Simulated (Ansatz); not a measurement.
Amorphous Ti20O39Cl2, 61 atoms at 3.50 g/cm³, one PBE-relaxed geometry, zone centre. Methods: PBE, scalar-relativistic without spin-orbit coupling (Ansatz, a quantum-chemistry and plane-wave program); r2SCAN, scalar-relativistic without spin-orbit coupling (Ansatz); HSE06, scalar-relativistic without spin-orbit coupling (Ansatz). Plane waves to 420 eV (r2SCAN 500 eV); exact exchange is cut at the cell's faces. At PBE the levels at the filled edge of the gap are localised (band-tail or defect states). All rungs ran without spin polarisation.

A CHGNet melt-quench gave the starting glass, which DFT then relaxed. Anions were pushed apart under 1.9 Å during the dynamics, to hinder bonds among them. The hot cell started wider than the set density and was brought back towards it in steps. It is the lowest in DFT energy of 2 quenches. It is a model cell: composition and starting density were chosen by hand, and all elements were melted together. No dispersion term was used. Its density started from a set value of 3.54 and ended at 3.50 g/cm³. The quench (nominally 300 K/ps over its main leg) was far faster than any real one, so the model tends to hold more defects than a real film. A cell of this size samples the disorder only roughly. Volume and shape were free in the relaxation.

The relaxation ran on the zone centre alone. At PBE the level gap is 2.50 eV on a 2×2×2 Γ-centred mesh, and the spacing at the zone centre alone 2.53 eV.

Q: What zone-centre spacing does r2SCAN give, roughly?

A: 2.86 eV (+0.33 eV against PBE).

Q: What zone-centre spacing does HSE06 give, roughly?

A: 3.97 eV (+1.44 eV against PBE).

The highest filled and the lowest empty state spread over these numbers of atoms (participation numbers): PBE: 4.2 and 13.8; r2SCAN: 4.0 and 13.5; HSE06: 3.3 and 14.9.
